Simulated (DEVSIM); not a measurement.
**abrupt Si p-n junction**

Structure: abrupt Si p-n junction, at 250 K.

| layer (left to right) | material | thickness (μm) | Nd (cm⁻³) | Na (cm⁻³) | τn (s) | τp (s) |
|---|---|---|---|---|---|---|
| 1 | Si | 2.40 | - | 1.1e17 | 0.00014 | 0.00014 |
| 2 | Si | 2.20 | 1e14 | - | 0.00014 | 0.00014 |

Left contact: ohmic. Right contact: ohmic. Voltage is applied to the left contact. Recombination: SRH at mid-gap. Mobility is constant in doping.

This is a model device: material constants are rounded textbook-type values typed into the input, and sizes, dopings and lifetimes were drawn at random. Values at 300 K; Nc and Nv go as T^1.5, mobilities as T to minus their exponent, the gap by Varshni's rule with the affinity fixed.

| parameter | Si |
|---|---|
| gap (eV) | 1.124 |
| affinity (eV) | 4.05 |
| permittivity | 11.7 |
| Nc (cm⁻³) | 2.86e19 |
| Nv (cm⁻³) | 3.1e19 |
| μn (cm²/Vs) | 1417 |
| μp (cm²/Vs) | 470 |
| T exponent of μn | 2.3 |
| T exponent of μp | 2.2 |
| Varshni α (eV/K) | 0.000473 |
| Varshni β (K) | 636 |

Model (solved in DEVSIM): 1D drift-diffusion, Boltzmann statistics, complete ionisation; no tunnelling, impact ionisation, image-force lowering or self-heating.

```
Item                                               Result
---------------------------------------------  ----------
Potential step across the device at zero bias     0.756 V
Largest field in the device at zero bias       17000 V/cm
Dark forward voltage at 1 A/cm²                   0.601 V
Dark forward voltage at 100 A/cm²                 0.772 V
```

Dark forward current:

```tsv
V (V)	J (A/cm²)
0.05	1.0e-10
0.10	1.0e-9
0.15	8.8e-9
0.20	7.5e-8
0.30	5.3e-6
0.35	4.3e-5
0.40	0.00034
0.45	0.0027
0.50	0.021
0.55	0.15
0.60	0.96
0.70	18
0.75	62
0.80	180
0.85	410
0.90	660
0.95	840
1.05	1100
1.10	1200
1.15	1200
1.20	1300
1.25	1400
1.30	1500
1.35	1500
1.45	1600
1.50	1700
1.55	1800
1.60	1800
```
